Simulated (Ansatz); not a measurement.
Abridged Ansatz (a first-principles code) output:

```
Pseudopotential: Bi, paw, valence charge 15
Pseudopotential: Rh, paw, valence charge 17
Crystal: 4 atoms, lattice volume = 80.467 Å³
Basis set: ecut = 500 eV, 2047 PW (Γ), exchange–correlation on 180×180×128 points (64 copies of the dense FFT grid, shifted against one another)
Bands: 37, of which v1, the nominal top of the filled ones, is band 32 counted from 1 (31 counted from 0)
Symmetry: 8 space group operations
k-points: 294 of 1859
Functional: x = r2scan, c = r2scan; τ floored in thin density (d = 2e-4 eV/Å³)
SCF iter   1: F=—  HF=-37652.862627 eV  |F-HF|=—  |Δ(HF+E_count)|=         —  Δρ=8.89e-3  dr2=5.39e-2  dr2_τ=1.97e-2  ethr=1.77e-3  ⟨swp⟩=6.3  Hψ=42775  notcnv=0
SCF iter   2: F=—  HF=-37652.909390 eV  |F-HF|=—  |Δ(HF+E_count)|=   4.68e-2  Δρ=5.14e-3  dr2=8.84e-3  dr2_τ=1.77e-3  ethr=8.42e-5  ⟨swp⟩=2.0  Hψ=18341  notcnv=0  defer=50
SCF 1 converged in 11 iterations: F = -37652.912216 eV  dr2 = 6.54e-11
SCF converged after 11 iterations
Free energy (F): -37652.912216 eV
Internal energy: -37652.891001 eV  (E = F + TS)
E sigma→0 (E₀):  -37652.901609 eV
Entropy (-TS):   -0.021215 eV (-5.304 meV/atom)
Fermi energy:    16.715485 eV
--- Forces (eV/Å), atoms counted from 1 ---
  atom   1  Bi     0.00000000    -0.00002355     0.00000000
  atom   2  Rh     0.00000000     0.00156635     0.00000000
  atom   3  Rh     0.00000000    -0.00156635     0.00000000
  atom   4  Bi     0.00000000     0.00002355     0.00000000
--- Stress (GPa, compression-positive) ---
        0.009509       0.000000       0.000000
        0.000000       0.001359       0.000000
        0.000000       0.000000       0.013824
  P = ⅓ Tr σ = 0.0082 GPa (0.082 kbar)
```

What was computed, and what are the main results?

BiRh, 4 atoms in the cell, with r2SCAN, PAW, 500 eV (Ansatz; no SOC). The last SCF converged to F = -37652.912216 eV, or -9413.2281 eV per atom, at a pressure of 0.01 GPa. The total energy compares only with runs of the same code, potentials and settings.

Each cell is one ordered arrangement of few atoms, which overstates ordering effects compared with a random alloy. Whether these cells are dynamically stable was not tested. All final runs are without spin polarisation. The cell was made from Rh by this change: x(Bi) = 0.5, 4 atoms, C2/m. Under x(Bi) = 0.5, 4 atoms, C2/m the cell changed shape so far that it is another structure.
